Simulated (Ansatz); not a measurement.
**Hypothetical simple cubic Cr: response to strain**

Base system: Cr in the simple cubic structure (space group Pm-3m, No. 221; a = 2.340 Å; not spin-polarised; a hypothetical phase, not in the database extracts checked; relaxed with 0.1 eV smearing). Axes: x, y, z lie along the cube axes.

Strains are applied to the cell and any free atomic positions relax; under biaxial strain the out-of-plane vector relaxes too.

The values are results of PBE/PAW in Ansatz (a program for electronic structure), no spin-orbit coupling, not measurements.

Notes on the quantities. pressure: mean of the normal stresses, compression positive; energy relative to the base: free energy F.

| change | pressure | energy relative to the base | shortest interatomic distance |
|---|---|---|---|
| base | 0.0 GPa | 0 meV/atom | 234.0 pm |
| biaxial strain −4.52 %, plane normal [001], relaxed out of plane | 16.6 GPa | +85 meV/atom | 223.5 pm |
| isotropic strain −1.72 % | 10.9 GPa | +21 meV/atom | 230.0 pm |
| isotropic strain +0.85 % | -4.5 GPa | +4.8 meV/atom | 236.0 pm |
| isotropic strain +4.85 % | -19.9 GPa | +137 meV/atom | 245.4 pm |
| uniaxial strain ε_yy = +0.56 % | -1.0 GPa | +0.5 meV/atom | 234.0 pm |
| tensor shear ε_xy = −0.74 % | 0.0 GPa | -1.0 meV/atom | 234.0 pm |

Stability against distortions was not tested. Seeded moments were not kept for the base. The final runs are not spin-polarised. Under tensor shear ε_xy = −0.74 % the cell ends below the base's energy or with stress of the wrong sign: the atoms slid into a distortion or the cell is elastically unstable, so the base is not a stable minimum at this level. Cr has a high density of states at the Fermi level and may be magnetic at this level.
